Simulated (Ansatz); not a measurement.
# Short convergence ladders for Ta2H (C222, 3 atoms in the cell)

```
CELL_PARAMETERS angstrom
      1.72910    -2.38333     0.00000
      1.72910     2.38333     0.00000
      0.00000     0.00000     4.78236
ATOMIC_POSITIONS crystal
  Ta 0.00000 0.50000 0.26457
  Ta 0.50000 0.00000 0.73543
  H  0.00000 0.00000 0.00000
```

Base method: LDA (PW92), default PAW files made with PBE (plane waves; Ansatz, an electronic-structure program).

Base settings: basis.ecutwfc = 420 eV; kpoints.mp_grid.grid = 12 12 7; hamiltonian.xc = lda; hamiltonian.pseudopotentials = {kind: paw} (the program's default PAW files); scf.occupations.method = fermi_dirac; scf.occupations.width = 0.1 eV.

Core times come from one kind of shared machine, to one figure; runs under 30 s give none.

**Zone-centre phonons against the cutoff**

In this ladder: phonons.method = dfpt.

The mesh stays at the base's, so the ladder's end is converged at best in this setting alone.

Frequencies are those of the unrelaxed cell, without the LO-TO term of polar crystals.

Only quantities that move along the ladder and can be compared are tabulated.

| basis.ecutwfc | highest zone-centre frequency (cm⁻¹) | lowest optical frequency (cm⁻¹) | core time / last (rough) |
|---|---|---|---|
| 210 eV | 1444.8 | 114.8 | 0.2 |
| 250 eV | 1390.6 | 112.4 | 0.2 |
| 295 eV | 1382.2 | 113.6 | 0.2 |
| 355 eV | 1382.0 | 113.7 | 0.5 |
| 420 eV | 1381.2 | 113.7 | 0.5 |
| 630 eV | 1381.0 | 113.7 | 1 |

Coarsest basis.ecutwfc that holds the highest zone-centre frequency within 5 cm⁻¹ of the last step, with all finer ones: 295 eV, at about 0.2 of the last step's time; the step before is off by 9.6 cm⁻¹.

**Zone-centre phonons against the mesh**

In this ladder: phonons.method = dfpt.

Frequencies are those of the unrelaxed cell, without the LO-TO term of polar crystals.

Only quantities that move along the ladder and can be compared are tabulated.

```csv
kpoints.mp_grid.grid,highest zone-centre frequency (cm⁻¹),lowest optical frequency (cm⁻¹),core time / last (rough)
3 3 2,1419.1,125.1,–
4 4 3,1389.8,111.8,–
5 5 3,1364.7,107.5,–
7 7 5,1386.3,116.0,0.04
11 11 7,1379.2,113.6,0.09
17 17 10,1379.2,113.8,0.4
21 21 13,1379.3,113.8,1
```

Coarsest kpoints.mp_grid.grid that holds the lowest optical frequency within 5 cm⁻¹ of the last step, with all finer ones: 7 7 5, at about 0.04 of the last step's time; the step before is off by 6.3 cm⁻¹.

Coarsest kpoints.mp_grid.grid that holds the highest zone-centre frequency within 5 cm⁻¹ of the last step, with all finer ones: 11 11 7, at about 0.09 of the last step's time; the step before is off by 6.9 cm⁻¹.

**The force threshold of a relaxation**

On Ta2H (P2, 3 atoms in the cell): one atom moved by 0.15 angstrom.

In this ladder: relax = atoms.

The mesh stays at the base's, so the ladder's end is converged at best in this setting alone.

Only quantities that move along the ladder and can be compared are tabulated.

| relax.f_tol | free energy less the last step's (meV/atom) | largest force left (eV/Å) | relaxation steps | core time / last (rough) |
|---|---|---|---|---|
| 0.2 eV/Å | 0.17 | 0.0887 | 3 | 0.7 |
| 0.1 eV/Å | 0.17 | 0.0887 | 3 | 0.7 |
| 0.05 eV/Å | 0.00 | 0.0051 | 4 | 0.8 |
| 0.03 eV/Å | 0.00 | 0.0051 | 4 | 1 |
| 0.02 eV/Å | 0.00 | 0.0051 | 5 | 0.8 |
| 0.005 eV/Å | 0.00 | 0.0004 | 5 | 1 |
| 0.001 eV/Å | 0.00 | 0.0002 | 5 | 1 |

Coarsest relax.f_tol that holds the largest force left within 0.02 eV/Å of the last step, with all finer ones: 0.05 eV/Å; the step before is off by 0.089 eV/Å.

Coarsest relax.f_tol that holds the free energy within 0.1 meV/atom of the last step, with all finer ones: 0.05 eV/Å; the step before is off by 0.17 meV/atom.

On the base run: the starting cell comes from a database of computed structures (which also holds hypothetical and non-ambient phases and stackings), without a prior relaxation at this level. Its lattice was rescaled by up to half a per cent. Spin polarisation is off. In the base run, with a pressure of about -11 GPa the cell is away from its equilibrium volume at this level.

Keys are those of Ansatz 0.2.
